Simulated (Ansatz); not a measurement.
# BaTiO3 under a change: tensor shear ε_xy = +1.33 %

The reference is BaTiO3 in the cubic perovskite structure (space group Pm-3m, No. 221; a = 3.935 Å). Axes: x, y, z lie along the cube axes.

Now apply this change: tensor shear ε_xy = +1.33 % (engineering shear γ = 0.0266), atoms relaxed at fixed cell.

Level of theory: LDA, PAW, 420 eV (Ansatz, an electronic-structure program; without spin-orbit coupling). Settings: 8×8×8 k-points, 0.05 eV Fermi–Dirac smearing.

- Space group: Cmmm (No. 65) (base Pm-3m (No. 221))
- Shortest interatomic distance: 1.967 Å (base 1.967 Å)
- Energy relative to the base (free energy F): +3.6 meV/atom
- Pressure (mean of the normal stresses, compression positive): 0.06 GPa (base -0.01 GPa)
- Band gap: 1.73 eV (base 1.83 eV)
- Gap character: direct at Γ
- Valence-band top at Γ (three highest levels, from the VBM): 0.00, -0.09, -0.17 eV
- Stress (xx, yy, zz, yz, xz, xy; compression positive): (0.08, 0.08, 0.03, 0.00, 0.00, -3.52) GPa

The cells carry an imposed strain or load. Stability against distortions was not tested. All final runs are without spin polarisation. Many cubic perovskites are stable only at high temperature; tilts and polar distortions were not tested. This is not the structure that BaTiO3 has at room temperature and ambient pressure. k-point labels follow each cell's own Brillouin zone.
